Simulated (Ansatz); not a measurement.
Total g(r) from a molecular-dynamics run [in the run: Γ point only, which a denser mesh shifts by 0.4 GPa in pressure and 0.01 eV/Å in forces]. Calculation: PBE (plane waves, PAW; Ansatz, a program for electronic structure).

(r (Å), g(r)): (1.02, 0.00); (1.14, 0.00); (1.26, 0.00); (1.38, 0.00); (1.50, 0.00); (1.62, 0.00); (1.74, 0.00); (1.86, 0.00); (1.98, 0.55); (2.10, 6.76); (2.22, 0.57); (2.34, 0.00); (2.46, 0.00); (2.58, 0.37); (2.70, 0.47); (2.82, 0.89); (2.94, 2.57); (3.06, 1.46); (3.18, 0.88); (3.30, 0.95); (3.42, 0.39); (3.54, 0.70); (3.66, 1.08); (3.78, 2.00); (3.90, 1.25); (4.02, 0.13); (4.14, 0.79); (4.26, 1.27); (4.38, 0.97); (4.50, 0.30); (4.62, 0.40); (4.74, 1.41)

Question: Which system gave this curve?
(A) SiC (zinc blende; 3C polytype), crystal, 1482 K
(B) SnO2 (rutile type), crystal, 327 K
(C) GaN (zinc blende; a metastable form), crystal, 301 K, 4.2 GPa
(D) Pt (fcc), crystal, 1062 K

Answer: B, SnO2 (rutile type), crystal, 327 K
